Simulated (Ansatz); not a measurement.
Input:

```
CELL_PARAMETERS angstrom
      2.89323     0.00000     0.00000
     -1.44662     2.50561     0.00000
      0.00000     0.00000     2.81773
ATOMIC_POSITIONS crystal
  W  0.00000 0.00000 0.00000
  C  0.33333 0.66667 0.50000
```

No spin polarisation.

Calculations: Ansatz (an electronic-structure program) PBE, no SOC. Settings: 23×23×20 k-points, 0.1 eV Fermi–Dirac smearing.

Predict the pressure (mean of the normal stresses, compression positive).

12.4 GPa.

What is the computed band gap?

Zero.

Predict the space group.

P-6m2 (No. 187).

The cells carry an imposed strain or load. No phonon test of stability was made. The final runs are not spin-polarised. The cell was made from WC (space group P-6m2, No. 187) by this change: isotropic strain −1.00 %.
